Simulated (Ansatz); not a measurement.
**H on the 1x1 (10-10) surface of wurtzite ZnO (cut with top plane O + Zn), one in a 1x1 cell, started at the site 'top Zn'**

Host crystal: wurtzite ZnO, with a band gap (PBE, scalar-relativistic without spin-orbit coupling).

Level of theory: PBE (plane waves to 420 eV, PAW; Ansatz, a quantum-chemistry and plane-wave program).

Slab: 17 atoms, 9.4 Å thick at the start under the adsorbate (thin: gaps and levels are the slab's own); k 6x4x1, smearing 0.01 eV, dipole-corrected; 8 atoms held, the rest relaxed; symmetry of the start imposed; spin-polarised, ending with about 1.0 μB a cell, a value that depends on the mesh; orders that need a larger cell were not tried, no spin-orbit, no U, no dispersion correction. The slab shows no gap over 0.04 eV on its mesh. At the end it is bonded to Zn. In PBE this state lies 1.55 eV over the lowest of the starts that converged ('top O').

- adsorption energy against ½ H2(g) = 1.70 eV
- change of the step from the bottom to the top vacuum level, against the clean slab = 0.58 eV
- energy released by relaxation = 0.29 eV
- height of the binding atom over the mean of the host atoms within 0.3 Å of the top one = 1.474 Å
- nearest host atoms of the binding atom = Zn at 1.59 Å, O at 2.86 Å, O at 3.05 Å
- largest move of a host atom = 0.40 Å
- note = in the relaxation the adsorbate left its starting site by 1.0 Å
- cost = about 15 core-minutes (a rough figure)

A negative adsorption energy means that the adsorbate is more stable on the surface than in its reference.
